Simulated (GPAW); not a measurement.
Band structure of MoSeS (Amm2, 6 atoms in the cell).

```
CELL_PARAMETERS angstrom
     19.39874     0.00000     0.00000
      0.00000     1.62448     2.81398
      0.00000    -1.62448     2.81398
ATOMIC_POSITIONS crystal
  Mo 0.00000 0.55593 0.55593
  Mo 0.50000 0.33295 0.33295
  Se 0.58657 0.66625 0.66625
  Se 0.41343 0.66625 0.66625
  S  0.07890 0.22260 0.22260
  S  0.92110 0.22260 0.22260
```

Method: PBEsol, GPAW PAW datasets PBEsol (made by gpaw-setup) (plane waves; GPAW 25.7.0).

Settings: mode = pw; ecut = 550 eV; xc = PBEsol; kpts = 1 7 7; mesh shift (steps) = 0 0 0; occupations.name = fermi-dirac; occupations.width = 0 eV; nbands = -6; convergence.bands = -4; symmetry.symmorphic = false; symmetry.tolerance = 0.0005; maxiter = 150; bandpath_npoints = 40.

The starting cell comes from a database of computed structures (which also holds hypothetical and non-ambient phases and stackings), without a prior relaxation at this level.

Task: Predict the gap along the standard path and the places of the band edges.

Result: The gap along the path is 0.62 eV, direct at K to within 0.01 eV.

Levels in eV from the top of the valence band on the SCF mesh, bands 23 to 30:
```csv
point,23,24,25,26,27,28,29,30
Γ,-0.86,-0.86,-0.32,-0.26,2.06,2.06,2.40,2.40
M,-1.72,-1.15,-0.59,-0.35,1.43,1.94,2.24,2.59
K,-2.48,-2.04,-0.64,0.18,0.80,1.82,2.62,2.66
A,-0.86,-0.86,-0.31,-0.27,2.06,2.06,2.40,2.40
L,-1.72,-1.15,-0.59,-0.35,1.43,1.94,2.24,2.59
H,-2.48,-2.04,-0.64,0.18,0.80,1.82,2.62,2.66
```
